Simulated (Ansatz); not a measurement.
Base system: Hf2S (space group P6_3/mmc, No. 194; a = 3.345 Å, c = 11.671 Å; a cell from a computed database, its experimental status unchecked).

Levels (all Ansatz, a first-principles code, PAW): PBEsol (420 eV, no spin-orbit coupling); PBEsol+SOC (420 eV, noncollinear with spin-orbit coupling).

The geometry is relaxed with PBEsol.

| Quantity | Value |
|---|---|
| PBEsol pressure | 0.0 GPa |

Q: How does going to PBEsol+SOC change the pressure?

A: The pressure goes from zero to -0.4 GPa.

Single points use the geometry relaxed with PBEsol. Differences between runs with and without spin-orbit coupling are approximate. Whether these cells are dynamically stable was not tested. The runs without spin-orbit coupling are not spin-polarised.
